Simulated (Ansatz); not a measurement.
Base system: HfB2 (space group P6/mmm, No. 191; a = 3.128 Å, c = 3.446 Å; relaxed with 0.1 eV smearing). Axes: x lies along a and z along c of the hexagonal cell.

Calculations: DFT with PBEsol, PAW potentials and a 420 eV plane-wave cutoff in Ansatz (a first-principles code), without spin-orbit coupling.

It is then changed as follows: every lattice vector is shortened by 1.50 %, atoms relaxed at fixed cell.

Problem. Predict the stress tensor and what it implies for the stiffness.

Solution. Stress of the strained cell less that of the base (GPa, compression positive):
```
   13.4     0.0     0.0
    0.0    13.4     0.0
    0.0     0.0    12.0
```

Then B = −ΔP/(ΔV/V₀) with ΔV/V₀ = -0.0443 gives secant stiffness values (nonlinear terms included at this strain): B (at held cell shape, above the free-shape value) ≈ 293 GPa.

As a check, the harmonic strain energy −½ V₀ Δσ:ε is 18 meV/atom; the computed energy rise is 17 meV/atom.

Stability against distortions was not tested. All final runs are without spin polarisation.
